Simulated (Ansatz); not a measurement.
**Nb: response to strain**

The reference is Nb in the bcc (W type) structure (space group Im-3m, No. 229; a = 3.304 Å; relaxed with 0.1 eV smearing).

Strains are applied to the cell and any free atomic positions relax.

The values are results of r2SCAN in Ansatz (plane waves to 500 eV, PAW, no SOC), not measurements.

Notes on the quantities. energy relative to the base: free energy F.

```tsv
isotropic strain (%)	energy relative to the base (meV/atom)
0	0.0
0.5	2.2
1	8.6
1.5	19.1
2	33.5
2.5	?
3	73.4
```

Fit ΔE = Aε² + Bε³ (ε in %) to the rows shown and predict the withheld row.

Least squares on the printed values gives A = 8.82 and B = -0.22 meV/atom (largest residual 0.0 meV/atom); this predicts 51.7 meV/atom, and the run gives 51.6 meV/atom, in agreement.

No phonon test of stability was made. All final runs are without spin polarisation.

Ansatz is a quantum-chemistry and plane-wave program.
